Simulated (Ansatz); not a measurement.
The starting structures come from a database of crystals and need not be the phases stable at ambient conditions.

Tunnelling through a barrier is set by its complex band structure: the current falls as exp(−2κd) with the smallest κ.

Here is the system:

```
HfS2
1.0
    6.24535     0.00000     0.00000
    3.12268     6.04448    -0.06603
    3.12268    -0.51888     1.72660
Hf S
1 2
Direct
  0.00000   0.00000   0.00000
  0.58577   0.74757   0.74757
  0.41423   0.25243   0.25243
```

Space group of this cell: P-3m1, CdI2 type. The cell was relaxed by PBE-D3(BJ); by PBEsol its mean pressure is -1.0 GPa.

Transport runs along the normal of the first two printed cell vectors, the (111) plane of the conventional cell.

The gap is the functional's own. No spin-orbit coupling. Mid-gap values are interpolated on the energy grid.

**Question.** Estimate the band gap and the smallest decay constant κ at mid-gap that PBEsol run with Ansatz (a first-principles code) returns for this system.

**Answer.** Gap 0.76 eV on a 18×18×18 mesh; κ = 0.138 1/Å, at the zone centre.
